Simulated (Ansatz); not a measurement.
# PtTe2: pressure series

The parent structure is PtTe2 (space group P-3m1, No. 164; a = 4.0523 Å, c = 5.0964 Å; layered).

Cell and atoms are relaxed at each pressure.

All numbers come from Kohn–Sham DFT with the PBE-D3(BJ) functional, run in Ansatz (a first-principles code) with PAW and 420 eV plane waves, without spin-orbit coupling.

Notes on the quantities. enthalpy: H = E + PV relative to the base's energy.

| change | c/a ratio | enthalpy | lattice parameter a |
|---|---|---|---|
| base | 1.258 | – | 7.658 bohr |
| pressure −2 GPa | ___ | -0.31 eV/atom | 7.698 bohr |
| pressure −1 GPa | 1.268 | -0.15 eV/atom | 7.678 bohr |
| pressure 0.3 GPa | 1.255 | +0.05 eV/atom | 7.651 bohr |
| pressure 0.7 GPa | ___ | +0.10 eV/atom | 7.644 bohr |
| pressure 1.5 GPa | 1.245 | +0.22 eV/atom | 7.630 bohr |
| pressure 3 GPa | 1.236 | +0.44 eV/atom | 7.604 bohr |
| pressure 5 GPa | ___ | +0.73 eV/atom | 7.574 bohr |
| pressure 7.5 GPa | ___ | +1.08 eV/atom | 7.539 bohr |
| pressure 10 GPa | 1.204 | +1.42 eV/atom | 7.506 bohr |

Q: Complete the table.

A: 
- pressure −2 GPa, c/a ratio: 1.281
- pressure 0.7 GPa, c/a ratio: 1.252
- pressure 5 GPa, c/a ratio: 1.225
- pressure 7.5 GPa, c/a ratio: 1.213

Load acts through the strain it causes; cell and atoms are relaxed under it. Whether these cells are dynamically stable was not tested. No other phases were tried under pressure. The final runs are not spin-polarised.
